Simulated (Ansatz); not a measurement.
Take MoTe$_{2}$ in the 2H-MoS2 type structure (space group P6_3/mmc, No. 194; a = 3.5419 Å, c = 14.1820 Å; layered, stacked along the Cartesian z axis) as the base. Axes: x lies along a and z along c of the hexagonal cell.

Level of theory: Ansatz (a first-principles code), r2SCAN+rVV10, PAW, cutoff 500 eV, no spin-orbit coupling, earlier PAW set.

Now apply this change: uniaxial strain ε_zz = −5.14 %, all other strain components held at zero; the atoms relax in the strained cell.

Question: Predict the stress tensor and what it implies for the stiffness.

Answer: Stress of the strained cell less that of the base (GPa, compression positive):
```
   0.94    0.00    0.00
   0.00    0.94    0.00
   0.00    0.00    3.54
```

Then −Δσ_ii/ε with ε = -0.0514 gives secant stiffness values (nonlinear terms included at this strain): C33 ≈ 69 GPa, C13 ≈ 18 GPa and C23 ≈ 18 GPa.

As a check, the harmonic strain energy −½ V₀ Δσ:ε is 15 meV/atom; the computed energy rise is 13 meV/atom.

Stability against distortions was not tested.
